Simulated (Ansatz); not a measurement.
The starting structures come from a database of crystals and need not be the phases stable at ambient conditions.

 Where the default PAW files enter, the runs use the earlier of Ansatz's two default sets.

Data:

```
Hf3N4
1.0
    5.81545     0.00000     0.00000
   -1.93848     5.48286     0.00000
    1.93848     2.74143     4.74829
Hf N
6 8
Direct
  0.12500   0.75000   0.12500
  0.25000   0.62500   0.62500
  0.37500   0.25000   0.37500
  0.75000   0.87500   0.87500
  0.87500   0.12500   0.25000
  0.62500   0.37500   0.75000
  0.50000   0.00000   0.63366
  0.00000   0.86634   0.50000
  0.13366   0.13366   0.86634
  0.86634   0.50000   0.00000
  0.00000   0.36634   0.50000
  0.50000   0.00000   0.13366
  0.36634   0.50000   0.00000
  0.63366   0.63366   0.36634
```

Space group of this cell: I-43d. The cell is taken as given; by r2SCAN its mean pressure is -2.1 GPa.

Computed with r2SCAN (plane waves, PAW; Ansatz, an electronic-structure program).

The current runs along the normal of the first two printed vectors; no spin-orbit coupling. Scaled by the factor s: both lengths across the current (ions clamped). Meshes 6×6×6 and 6×6 across the current in all rows.

```
s     mean pressure (GPa)  band gap (eV)
----  -------------------  -------------
0.98                 10.4           1.28
1.00                 -2.1           1.38
1.02                -12.4              ?
```

Question: Take the slope of the band gap against ln s from the two given rows, extrapolate to s = 1.02, and say what the run there gives.

Answer: Slope = (1.28 − 1.38) / ln 0.98 = 4.95 eV. The line gives 1.38 + (4.95) × ln 1.02 = 1.48 eV. The run gives 1.33 eV, 0.15 eV under the line, 151 % of the predicted step.
